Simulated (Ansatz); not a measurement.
Take NaCl in the rock salt structure (space group Fm-3m, No. 225; a = 5.696 Å) as the base.

Computed with plane-wave PAW DFT at the PBE level (Ansatz, a first-principles code, 420 eV), no spin-orbit coupling.

For the base:

| Quantity | Value |
|---|---|
| Hole mass | 0.65, 2.9, 2.9 mₑ (at Γ) |
| Width of the top valence band | 0.71 eV |
| Pressure | 0.0 kbar |

Perturbation: an isotropic linear strain of −2.50 %, atoms relaxed at fixed cell.

Task: What happens to the mean gap deformation potential ΔEg/Δln V, hole mass, width of the top valence band, energy relative to the base and pressure?

Result: The mean gap deformation potential ΔEg/Δln V amounts to -3.9 eV; the hole mass (degenerate bands, along [100]) changes from 0.65, 2.9, 2.9 mₑ (at Γ) to 0.61, 2.7, 2.7 mₑ (at Γ); the width of the top valence band rises by 0.10 eV to 0.81 eV; the energy goes up by 11 meV/atom; the pressure goes from zero to 21.5 kbar.

Masses are band curvatures over ±0.01 Å⁻¹ around the edge. Whether these cells are dynamically stable was not tested.
